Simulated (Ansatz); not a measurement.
System: SiO₂ (Ima2, No. 46, 12 atoms in the cell; start mp-555251; a measured phase of this formula has another space group). Method: r²SCAN+rVV10 (plane waves, PAW; Ansatz, a first-principles code).

Run with plane-wave cutoff 560 eV, 8×8×8 k mesh, Fermi–Dirac smearing 0.01 eV, scalar-relativistic PAW data made under PBE.

Cell (relaxed at this level):

O₂Si has the orthorhombic space group Ima2 (No. 46), Pearson symbol oI24. Lattice parameters: a = 9.9032 Å, b = 8.4191 Å, c = 5.0397 Å, α = β = γ = 90.00°. Si on 8c sees 4 O at 1.601–1.616 Å (tetrahedral). O1 on 8c is coordinated by 2 Si at 1.613–1.616 Å (bent). O2 on 4a is surrounded by 2 Si at 1.601 Å (bent). O3 on 4b has 2 Si at 1.616 Å (bent). (Neighbours: up to the widest gap in distance over summed covalent radii, below 1.35, at either atom.)
(The calculation used a cell of 12 atoms; values per cell refer to that cell.)

Problem. Predict the band gap.

Solution. 
- band gap: 6.34 eV (on the SCF k mesh)

Note: the relaxation could not lower the start's symmetry, so the cell can be a saddle point above a distorted one.

A start named mp-… is a Materials Project structure, which need not be a measured phase.
